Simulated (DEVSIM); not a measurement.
System: double heterostructure, GaAs between p- and n-type In0.49Ga0.51P, at 350 K.

| layer (left to right) | material | thickness (μm) | Nd (cm⁻³) | Na (cm⁻³) | τn (s) | τp (s) |
|---|---|---|---|---|---|---|
| 1 | In0.49Ga0.51P | 0.560 | 5.3e17 | - | 5.2e-10 | 5.2e-10 |
| 2 | GaAs | 0.0620 | - | 4.1e14 | 5.2e-10 | 5.2e-10 |
| 3 | In0.49Ga0.51P | 0.440 | - | 1.3e17 | 5.2e-10 | 5.2e-10 |

Left contact: ohmic. Right contact: ohmic. Voltage is applied to the left contact. Recombination: SRH at mid-gap, radiative. Mobility is constant in doping. Where it depends on doping, it is μmin + (μ − μmin)/(1 + (N/Nref)^α).

The device is made up for the run: typed textbook-type constants, with dimensions and the other settings drawn at random. Values at 300 K; Nc and Nv go as T^1.5, mobilities as T to minus their exponent, the gap by Varshni's rule with the affinity fixed. The table also holds parameters that only a changed run uses.

```tsv
parameter	In0.49Ga0.51P	GaAs
gap (eV)	1.89	1.424
affinity (eV)	4	4.07
permittivity	11.8	12.9
Nc (cm⁻³)	9e17	4.7e17
Nv (cm⁻³)	1.3e19	9e18
μn (cm²/Vs)	1500	8500
μp (cm²/Vs)	80	400
μn,min	400	500
μp,min	15	20
Nref,n	2e16	6e16
Nref,p	1.5e17	1.5e17
αn	0.7	0.39
αp	0.8	0.38
T exponent of μn	1.66	2.1
T exponent of μp	2	2.2
B (cm³/s)	1e-10	2e-10
Cn (cm⁶/s)	3e-30	1e-30
Cp (cm⁶/s)	3e-30	1e-30
Varshni α (eV/K)	0.0005	0.000541
Varshni β (K)	250	204
```

DEVSIM, 1D drift-diffusion, Boltzmann statistics, complete ionisation; no tunnelling, impact ionisation, image-force lowering or self-heating. Band offsets follow the typed affinities; no thermionic-emission limit at abrupt steps, no polarisation charge.

Base results: dark forward voltage at 100 A/cm² (V) 1.342; dark forward voltage at 1 A/cm² (V) 1.006.

### Question
What follows from this one change: thickness of layer 2 0.062 → 0.31 μm?

### Answer
dark forward voltage at 100 A/cm² 1.342 → 1.251 V; dark forward voltage at 1 A/cm² 1.006 → 0.902 V.

### Question
What follows from this one change: minority lifetime in layer 2 5.2e-10 → 1.6e-11 s?

### Answer
dark forward voltage at 100 A/cm² 1.342 → 1.286 V; dark forward voltage at 1 A/cm² 1.006 → 0.920 V.

### Question
What follows from this one change: doping-dependent mobility in place of the constant one?

### Answer
dark forward voltage at 100 A/cm² 1.342 → 1.360 V; dark forward voltage at 1 A/cm² 1.006 → 1.011 V.
